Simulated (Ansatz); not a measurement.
## Ta3Sn, pressure series

Base system: Ta3Sn in the A15 (Cr3Si type) structure (space group Pm-3n, No. 223).

```yaml
crystal:
  lattice:
    - [5.26079, 0.00000, 0.00000]
    - [0.00000, 5.26079, 0.00000]
    - [0.00000, 0.00000, 5.26079]
  atoms:
    - { symbol: Ta, position: [0.25000, 0.00000, 0.50000] }
    - { symbol: Ta, position: [0.75000, 0.00000, 0.50000] }
    - { symbol: Ta, position: [0.50000, 0.75000, 0.00000] }
    - { symbol: Ta, position: [0.50000, 0.25000, 0.00000] }
    - { symbol: Ta, position: [0.00000, 0.50000, 0.75000] }
    - { symbol: Ta, position: [0.00000, 0.50000, 0.25000] }
    - { symbol: Sn, position: [0.00000, 0.00000, 0.00000] }
    - { symbol: Sn, position: [0.50000, 0.50000, 0.50000] }
```

Cell and atoms are relaxed at each pressure.

Level of theory: DFT with PBEsol, PAW potentials and a 420 eV plane-wave cutoff in Ansatz (an electronic-structure program), no SOC.

Notes on the quantities. enthalpy: H = E + PV relative to the base's energy.

```tsv
change	lattice parameter a	enthalpy
base	5.261 Å	–
pressure −2 GPa	5.279 Å	-0.23 eV/atom
pressure −1 GPa	5.270 Å	-0.11 eV/atom
pressure 0.3 GPa	5.258 Å	+0.03 eV/atom
pressure 0.7 GPa	5.255 Å	+0.08 eV/atom
pressure 1.5 GPa	5.248 Å	+0.17 eV/atom
pressure 3 GPa	5.234 Å	+0.34 eV/atom
pressure 5 GPa	5.218 Å	+0.56 eV/atom
pressure 7.5 GPa	5.198 Å	+0.84 eV/atom
pressure 10 GPa	5.179 Å	+1.11 eV/atom
```

Load acts through the strain it causes; cell and atoms are relaxed under it. Whether these cells are dynamically stable was not tested. Competing high-pressure phases were not computed. All final runs are without spin polarisation.
